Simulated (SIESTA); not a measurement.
SIESTA run on NbN (Fm-3m, 2 atoms in the cell): self-consistent single point.

Computed with GGA PBE with spin-orbit coupling, numerical atomic orbitals DZP, PseudoDojo PBE fully relativistic norm-conserving potentials (rewritten from UPF to PSML) in SIESTA.

```
NbN
1.0
    0.00000     2.19500     2.19500
    2.19500     0.00000     2.19500
    2.19500     2.19500     0.00000
Nb N
1 1
Cartesian
  0.00000   0.00000   0.00000
  2.19500   2.19500   2.19500
```

Reference input (self-consistent single point, DFT, GGA PBE, numerical atomic orbitals DZP, PseudoDojo PBE standard norm-conserving potentials (rewritten from UPF to PSML)): XC.functional = GGA; XC.authors = PBE; potentials = PseudoDojo PBE standard; PAO.BasisSize = DZP; PAO.EnergyShift = 0.005 Ry; MeshCutoff = 300 Ry; kgrid.MonkhorstPack = 17 17 17; OccupationFunction = MP; OccupationMPOrder = 0; ElectronicTemperature = 1578.21 K; MaxSCFIterations = 150; SCF.Mixer.Method = Pulay. This run's input differs from it in these lines:

```diff
@@ -1,2 +1,2 @@
-# files in the folder: Nb.psml N.psml (PseudoDojo PBE standard)
+# files in the folder: Nb.psml N.psml (PseudoDojo PBE fully relativistic)
 SystemName  NbN
@@ -35,2 +35,7 @@
 ElectronicTemperature        1578.21 K
+Spin                         spin-orbit
+%block DM.InitSpin
+  1 0.00 0.00 0.00
+  2 0.00 0.00 0.00
+%endblock DM.InitSpin
```

Log, with long lists cut:

```
        iscf     Eharris(eV)        E_KS(eV)     FreeEng(eV)     dDmax    Ef(eV) dHmax(eV)
   scf:    1    -1943.208590    -1970.489077    -1970.494991  0.400842 -2.745913 12.004444
     spin moment: {S} , |S| = {   -0.00000    0.00000    0.00000 }     0.00000
   scf:    2    -1981.485686    -1977.888705    -1977.896341  0.242104 -3.179340  2.563398
     spin moment: {S} , |S| = {   -0.00000   -0.00000    0.00000 }     0.00000
   scf:    3    -1978.200502    -1978.138271    -1978.146180  0.054547 -3.422288  0.687463
     spin moment: {S} , |S| = {    0.00000    0.00000    0.00000 }     0.00000
   [... lines left out ...]
     spin moment: {S} , |S| = {   -0.00000   -0.00000    0.00000 }     0.00000
   scf:    7    -1978.162259    -1978.162705    -1978.170806  0.002381 -3.672679  0.058659
     spin moment: {S} , |S| = {   -0.00000    0.00000    0.00000 }     0.00000
   scf:    8    -1978.162903    -1978.162906    -1978.171001  0.001594 -3.668226  0.003470
     spin moment: {S} , |S| = {    0.00000   -0.00000    0.00000 }     0.00000
   scf:    9    -1978.162909    -1978.162906    -1978.171002  0.000089 -3.668490  0.000002
     spin moment: {S} , |S| = {   -0.00000   -0.00000    0.00000 }     0.00000
SCF Convergence by DM+H criterion
max |DM_out - DM_in|         :     0.0000886654
max |H_out - H_in|      (eV) :     0.0000016770
SCF cycle converged after 9 iterations

Using DM_out to compute the final energy and forces

siesta: E_KS(eV) =            -1978.1629

siesta: E_KS - E_eggbox =     -1978.1629

siesta: Atomic forces (eV/Ang):
     1    0.000000    0.000000   -0.000000
     2   -0.000000   -0.000000    0.000000
   Tot   -0.000000   -0.000000   -0.000000
   Max    0.000000
   Res    0.000000    sqrt( Sum f_i^2 / 3N )
   Max    0.000000    constrained

Stress tensor Voigt[x,y,z,yz,xz,xy] (kbar):     -135.78     -135.78     -135.78       -0.04       -0.04       -0.04
(Free)E + p*V (eV/cell)    -1976.3785
Target enthalpy (eV/cell)    -1978.1710

siesta: Program's energy decomposition (eV):
siesta: Enl(+so)=       184.861503
   [... lines left out ...]
siesta: FreeEng =     -1978.171002
   [... lines left out ...]
siesta:    -0.084749   -0.000023   -0.000023
siesta:    -0.000023   -0.084749   -0.000023
siesta:    -0.000023   -0.000023   -0.084749

siesta: Cell volume =         21.151130 Ang**3

siesta: Pressure (static):
siesta:                Solid            Molecule  Units
siesta:           0.00092304          0.00092304  Ry/Bohr**3
siesta:           0.08474931          0.08474931  eV/Ang**3
siesta:         135.78335878        135.78335878  kBar
```

The run converged in 9 iterations. Against the reference run the pressure goes from 13.37 to 13.58 GPa.

The starting cell has typed, rounded lattice constants, without a prior relaxation at this level. Values carry the incompleteness of an atom-centred basis. With a pressure of about 14 GPa the cell is away from its equilibrium volume at this level.

Cost on one core of a shared machine: roughly 4 min.
